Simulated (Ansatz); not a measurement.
Band structure of AlGaN2 (P3m1, 4 atoms in the cell).

```
AlGaN2
1.0
    3.09527     0.00000     0.00000
   -1.54764     2.68058     0.00000
    0.00000     0.00000     5.01585
Al Ga N
1 1 2
Direct
  0.00000   0.00000   0.99926
  0.66667   0.33333   0.49717
  0.66667   0.33333   0.11180
  0.00000   0.00000   0.62816
```

Method of the run: PBEsol, PAW files made with PBE (plane waves; Ansatz, a first-principles code).

Settings: kpoints.mp_grid.grid = 8 8 5; hamiltonian.xc = pbesol; hamiltonian.pseudopotentials = {kind: paw} (an earlier, softer set of the program's PAW files); scf.occupations.method = fixed; kpoints.band_path.npoints = 8.

The starting cell comes from a database of computed structures (which also holds hypothetical and non-ambient phases and stackings), without a prior relaxation at this level. Its lattice was rescaled by a random factor within 2.5 % of one.

Question: Predict the gap along the standard path and the places of the band edges.

Answer: The gap along the path is 3.17 eV, direct at Γ to within 0.01 eV.

Levels in eV from the top of the valence band on the path, bands 10 to 16:
```csv
point,10,11,12,13,14,15,16
Γ,-1.18,-0.14,0.00,0.00,3.17,5.82,9.92
M,-4.07,-2.60,-2.25,-0.92,5.21,5.91,7.03
K,-4.16,-3.09,-2.81,-2.78,4.82,8.39,8.70
A,-0.98,-0.98,-0.22,-0.22,5.21,5.91,9.19
L,-2.08,-1.96,-1.72,-1.50,4.57,5.11,8.01
H,-4.49,-4.20,-1.38,-1.17,6.80,6.93,7.37
```

Keys are those of Ansatz 0.2.
